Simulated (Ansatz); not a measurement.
Take WSe2 (space group P6_3/mmc, No. 194; a = 3.279 Å, c = 12.786 Å; layered, stacked along the Cartesian z axis) as the base.

Method: plane-wave PAW DFT at the PBE-D3(BJ) level (Ansatz, a program for electronic structure, 420 eV), spin-orbit coupling left out.

Base values:

- Pressure: 0.00 GPa

Perturbation: the cell is scaled by 1.0120 in all directions; the atoms relax in the strained cell.

Question: What happens to the pressure and largest internal atomic displacement?

Answer: The pressure (mean of the normal stresses, compression positive) goes from zero to -2.18 GPa; the largest internal atomic displacement amounts to 0.032 Å.

Stability against distortions was not tested.
